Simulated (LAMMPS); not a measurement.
An MD run on Cu (fcc), 2048 atoms, at 810 K and 2 GPa, heated as the crystal.

All values are model results, not measurements: classical MD, pair style eam/alloy, file Cu_zhou.eam.alloy; code LAMMPS.

```tsv
angle (°)	probability per degree, Cu-Cu-Cu
43.50	0.0000
46.50	0.0005
49.50	0.0029
52.50	0.0099
55.50	0.0212
58.50	0.0289
61.50	0.0265
64.50	0.0175
67.50	0.0088
70.50	0.0035
73.50	0.0015
76.50	0.0015
79.50	0.0031
82.50	0.0059
85.50	0.0094
88.50	0.0114
91.50	0.0110
94.50	0.0086
97.50	0.0056
100.5	0.0032
103.5	0.0024
106.5	0.0035
109.5	0.0070
112.5	0.0126
115.5	0.0182
118.5	0.0213
121.5	0.0203
124.5	0.0159
127.5	0.0105
130.5	0.0057
133.5	0.0028
136.5	0.0013
139.5	0.0006
142.5	0.0003
145.5	0.0001
148.5	0.0001
151.5	0.0001
154.5	0.0001
157.5	0.0004
160.5	0.0010
163.5	0.0022
166.5	0.0041
169.5	0.0062
172.5	0.0073
175.5	0.0061
178.5	0.0024
```

Main features:
- state found: crystal; no diffusion seen in 30 ps
- most common Cu-Cu-Cu angle: at the 3° bin centred on 58.5°, after smoothing over three bins (mean of all 97°)

Caution: a run this short can hold a crystal over, or a liquid under, the potential's own melting point, which these runs don't give.
